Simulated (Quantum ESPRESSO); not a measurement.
Worked example: self-consistent single point of AlAs (F-43m, 2 atoms in the cell) in Quantum ESPRESSO.

Method of the run: PBE, spin-orbit coupling, PseudoDojo fully relativistic norm-conserving (PBE) pseudopotentials (plane waves; Quantum ESPRESSO).

```
AlAs
1.0
    0.00000     2.82712     2.82712
    2.82712     0.00000     2.82712
    2.82712     2.82712     0.00000
Al As
1 1
Direct
  0.00000   0.00000   0.00000
  0.75000   0.75000   0.75000
```

Reference input (self-consistent single point, DFT, PBE, plane waves, PseudoDojo standard norm-conserving (PBE) pseudopotentials): ecutwfc = 85 Ry; occupations = fixed; potentials = {Al: Al.upf, As: As.upf}; K_POINTS = automatic 10 10 10 0 0 0; nbnd = 11; conv_thr = 1e-10 Ry; mixing_beta = 0.7. This run's input differs from it in these lines:

```diff
@@ -14,3 +14,5 @@
     occupations = 'fixed'
-    nbnd = 11
+    nbnd = 22
+    noncolin = .true.
+    lspinorb = .true.
 /
```

Its files differ too (potentials: PseudoDojo fully relativistic norm-conserving (PBE)).

Log, with long lists cut:

```
     Self-consistent Calculation

     iteration #  1     ecut=    85.00 Ry     beta= 0.70

     Threshold (ethr) on eigenvalues was too large:
     Diagonalizing with lowered threshold

     total energy              =    -216.77867157 Ry
     estimated scf accuracy    <       0.06367586 Ry

     iteration #  2     ecut=    85.00 Ry     beta= 0.70

     total energy              =    -216.78787780 Ry
     estimated scf accuracy    <       0.00612871 Ry

     iteration #  3     ecut=    85.00 Ry     beta= 0.70

     total energy              =    -216.78904800 Ry
     estimated scf accuracy    <       0.00034406 Ry

   [... 4 blocks of this kind left out ...]

     iteration #  8     ecut=    85.00 Ry     beta= 0.70

     total energy              =    -216.78907394 Ry
     estimated scf accuracy    <          2.4E-10 Ry

     iteration #  9     ecut=    85.00 Ry     beta= 0.70
     End of self-consistent calculation

     highest occupied, lowest unoccupied level (ev):     6.6390    7.9736

!    total energy              =    -216.78907394 Ry
     estimated scf accuracy    <          4.1E-11 Ry

     convergence has been achieved in   9 iterations

     Forces acting on atoms (cartesian axes, Ry/au):

     atom    1 type  1   force =     0.00000000    0.00000000    0.00000000
     atom    2 type  2   force =     0.00000000    0.00000000    0.00000000

     Total force =     0.000000     Total SCF correction =     0.000000

          total   stress  (Ry/bohr**3)                   (kbar)     P=       28.69
   0.00019506  -0.00000000  -0.00000000           28.69       -0.00       -0.00
  -0.00000000   0.00019506   0.00000000           -0.00       28.69        0.00
  -0.00000000   0.00000000   0.00019506           -0.00        0.00       28.69

   JOB DONE.
```

The run converged in 9 iterations. Against the reference run the pressure hardly changes (2.84 to 2.87 GPa) and the gap on the mesh goes from 1.434 to 1.335 eV. The full log also holds: “c_bands:  1 eigenvalues not converged”.

The starting cell comes from a database of computed structures (which also holds hypothetical and non-ambient phases and stackings), without a prior relaxation at this level. Its lattice was rescaled by a random factor within 2.5 % of one.

Cost on one core of a shared machine: roughly 3 min.
